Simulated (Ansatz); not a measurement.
TlCl is taken in the cubic space group Pm-3m (No. 221), the CsCl type structure, Pearson symbol cP2. Cell: a = b = c = 3.8996 Å, α = β = γ = 90.00°. Tl on 1a has no neighbour by this rule. Cl on 1b sees no neighbour by this rule. (Neighbours: up to the widest gap in distance over summed covalent radii, below 1.35, at either atom; cation-cation and far metal-metal contacts left out.)

Spin-orbit coupling is not included. The cell is fixed at its relaxed static size. Melting and transitions to other phases are not modelled. An odd repeat of the supercell leaves out some zone-boundary points, where instabilities often lie.

Q: Is this phase dynamically stable in the harmonic approximation, and at 300, 800 K by the stochastic self-consistent harmonic approximation in a 3×3×3 supercell, PBE in Ansatz (an electronic-structure program)? Give the softest mode in each case.

A: Harmonic: softest mode 13i cm⁻¹ at q = (0.00, 0.33, 0.33), so unstable at the wave vectors of the supercell. 300 K: locally stable, softest second derivative of the free energy 13 cm⁻¹ (error under 1) at q = (0.00, 0.33, 0.33), at 1.2 GPa in this cell. 800 K: locally stable, softest second derivative of the free energy 19 cm⁻¹ (error under 1) at q = (0.00, 0.33, 0.33), at 2.3 GPa in this cell. A stable verdict is local, and a supercell this small can stiffen soft modes, so the symmetric phase can look stable where the real crystal is distorted. The verdict is statistical, holds for these wave vectors and this fixed cell alone, and errs towards stability where frames are few. Wave vectors are fractions of the primitive cell's reciprocal vectors.
